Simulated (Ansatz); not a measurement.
# Pressure series in hypothetical diamond W

Start from W in the diamond structure (space group Fd-3m, No. 227; a = 5.7554 Å; a hypothetical phase, not in the database extracts checked).

Cell and atoms are relaxed at each pressure.

The values are results of PBEsol, PAW, 420 eV (Ansatz, an electronic-structure program; spin-orbit coupling left out), not measurements.

Notes on the quantities. enthalpy: H = E + PV relative to the base's energy.

```tsv
change	shortest interatomic distance	enthalpy
base	2.492 Å	–
pressure −2 GPa	2.506 Å	-0.30 eV/atom
pressure −1 GPa	2.499 Å	-0.15 eV/atom
pressure 0.3 GPa	2.490 Å	+0.04 eV/atom
pressure 0.7 GPa	2.488 Å	+0.10 eV/atom
pressure 1.5 GPa	2.483 Å	+0.22 eV/atom
pressure 3 GPa	2.474 Å	+0.44 eV/atom
pressure 5 GPa	2.462 Å	+0.73 eV/atom
pressure 7.5 GPa	2.449 Å	+1.09 eV/atom
pressure 10 GPa	2.437 Å	+1.44 eV/atom
```

Load acts through the strain it causes; cell and atoms are relaxed under it. No phonon test of stability was made. Competing high-pressure phases were not computed. All final runs are without spin polarisation.
